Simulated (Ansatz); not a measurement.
## Cost against accuracy: basis.ecutwfc for Si3N4 (Fd-3m, 14 atoms in the cell)

Cell: a = 5.5785 Å, b = 5.5785 Å, c = 5.5785 Å, α = 60.00°, β = 60.00°, γ = 60.00°.

Level of theory: LDA (PW92), default PAW files made with PBE (plane waves; Ansatz, a program for electronic structure).

Base settings: basis.ecutwfc = 420 eV; kpoints.mp_grid.grid = 6 6 6; hamiltonian.xc = lda; hamiltonian.pseudopotentials = {kind: paw} (the program's default PAW files); scf.occupations.method = methfessel_paxton; scf.occupations.width = 0.1 eV.

Misses are taken against the tightest run, 840 eV, which need not be fully converged itself. The energy is the free energy per atom.

The count of work is k-points × plane waves × bands × iterations; it is no time, and leaves out set-up, grids and terms that scale otherwise. 

Ansatz's pressure holds its estimate of the finite-basis (Pulay) stress, which hides part of the cutoff error; the uncorrected pressure shows it.

The starting cell was generated: these elements placed on a structure prototype, without a prior relaxation; it need not be a known phase or ordering of this composition. In the base run, with a pressure of about -17 GPa the cell is away from its equilibrium volume at this level. In the base run, forces exceed 1 eV/Å. Ansatz's pressure includes its estimate of the finite-basis (Pulay) stress.

The runs (basis.ecutwfc): 170 eV | 210 eV | 250 eV | 295 eV | 335 eV | 380 eV | 420 eV | 485 eV | 545 eV | 630 eV | 735 eV | 840 eV.

### Question
Which is the coarsest setting among those run that, with all tighter ones, holds the energy within 5 meV/atom of the reference, and what does it save?

### Answer
420 eV, off by 4.2 meV/atom; it needs 0.35 of the reference's count of work.

### Question
Which is the coarsest setting among those run that, with all tighter ones, holds the energy within 0.5 meV/atom of the reference, and what does it save?

### Answer
485 eV, off by 0.43 meV/atom; it needs 0.43 of the reference's count of work.

### Question
What does the step from 335 eV to 735 eV buy?

### Answer
It takes the miss in the energy from 71 to 0.05 meV/atom, for 3.3 times the count of work.

| basis.ecutwfc | energy less reference (meV/atom) | pressure less reference (GPa) | largest difference in the force on any atom (eV/Å) | uncorrected pressure less reference (GPa) | count of work / reference |
|---|---|---|---|---|---|
| 170 eV | 4013.42 | 26.79 | 0.874 | -143.17 | 0.10 |
| 210 eV | 1635.25 | 13.15 | 0.225 | -85.80 | 0.13 |
| 250 eV | 623.06 | 2.45 | 0.210 | -44.69 | 0.16 |
| 295 eV | 205.66 | -1.21 | 0.101 | -19.65 | 0.21 |
| 335 eV | 70.83 | -0.39 | 0.039 | -8.56 | 0.25 |
| 380 eV | 17.88 | -0.11 | 0.001 | -2.85 | 0.30 |
| 420 eV | 4.21 | -0.01 | 0.001 | -0.85 | 0.35 |
| 485 eV | 0.43 | 0.00 | 0.000 | -0.04 | 0.43 |
| 545 eV | 0.26 | 0.01 | 0.000 | 0.00 | 0.51 |
| 630 eV | 0.11 | 0.00 | 0.000 | 0.00 | 0.65 |
| 735 eV | 0.05 | 0.00 | 0.000 | 0.01 | 0.82 |
| 840 eV | 0.00 | 0.00 | 0.000 | 0.00 | 1.0 |

Keys are those of Ansatz 0.2.
